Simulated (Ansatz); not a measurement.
**Effect of ↑↓ start, q = (1/2, 1/2, 1/2), 4 atoms on hypothetical CsCl type NiO**

Consider NiO in the CsCl type structure (space group Pm-3m, No. 221; a = 2.6123 Å; ferromagnetic; a hypothetical phase, not in the database extracts checked).

Perturbation: the moments start antiparallel in the pattern ↑↓ in a 4-atom cell (cell doubled with q = (1/2, 1/2, 1/2) in the reciprocal basis of the base), and the cell is relaxed again.

All numbers come from Ansatz (an electronic-structure program), PBE, PAW, cutoff 420 eV, no spin-orbit coupling. Γ-centred 15×15×15 mesh, Fermi–Dirac width 0.05 eV, for the changed cell.

- Volume per atom = 8.79 Å³ (base 8.91 Å³)
- Space group (of the atoms, moments ignored) = Pm-3m (No. 221) (base Pm-3m (No. 221))
- Shortest interatomic distance = 2.252 Å (base 2.262 Å)
- Energy relative to the base (σ→0) = -0.03 eV/atom (to 0.01 eV only: unlike meshes or grids)
- Band gap = zero (base zero)
- Magnetic state = antiferromagnetic (moments cancel) (base ferromagnetic)
- Largest site moment = 1.16 μB (base 1.45 μB)

Other magnetic orders, which the real material may have, were not ruled out. No phonon test of stability was made. Seeded moments were not kept for the base. No Hubbard U is applied, and correlation can decide whether such a compound is a metal.
